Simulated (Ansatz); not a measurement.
## TiSi2 (space group Cmcm, No. 63)

```xyz
6
Lattice="1.7633 -6.7584 0.0000 1.7633 6.7584 0.0000 0.0000 0.0000 3.5652" Properties=species:S:1:pos:R:3 pbc="T T T"
Si     1.7633    -5.9699     2.6739
Si     1.7633     5.9699     0.8913
Si     1.7633     3.3752     2.6739
Si     1.7633    -3.3752     0.8913
Ti     1.7633    -1.3949     2.6739
Ti     1.7633     1.3949     0.8913
```

The values are results of r2SCAN (Ansatz, a program for electronic structure; PAW; 500 eV plane waves; no SOC), not measurements. k-mesh 14×14×13 (Γ-centred); smearing 0.05 eV (Fermi–Dirac).

- Volume per atom: 14.16 Å³
- Density: 4.07 g/cm³
- Band gap: zero
- Total energy: -1261.387 eV/atom (σ→0; compares only within this code and set-up)

No phonon test of stability was made. The final runs are not spin-polarised.
